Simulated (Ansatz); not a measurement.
The starting structures come from a database of crystals and need not be the phases stable at ambient conditions.

Evanescent states of Sc₂ZnS₄ (Fd-3m, spinel, not sure to be the ambient phase, 14 atoms a cell, 20.7 Å³ an atom, -3 GPa at this level) along the normal of (110)

Method: PBEsol (plane waves, PAW; Ansatz, a first-principles code).

The gap is the functional's own. No spin-orbit coupling. Mid-gap values are interpolated on the energy grid.

Energies count from the valence-band top; κ is the least over a 4×4 mesh across the current.

| E (eV) | κ (1/Å) | where |
|---|---|---|
| 0.03 | 0.035 | Γ |
| 0.07 | 0.058 | Γ |
| 0.12 | … | Γ |
| 0.17 | … | Γ |
| 0.23 | … | Γ |
| 0.28 | … | Γ |
| 0.33 | … | Γ |
| 0.38 | 0.061 | Γ |
| 0.42 | 0.031 | Γ |

Q: Fill in the missing entries.

A: 
- 0.12, κ (1/Å): 0.072
- 0.17, κ (1/Å): 0.080
- 0.23, κ (1/Å): 0.084
- 0.28, κ (1/Å): 0.082
- 0.33, κ (1/Å): 0.075
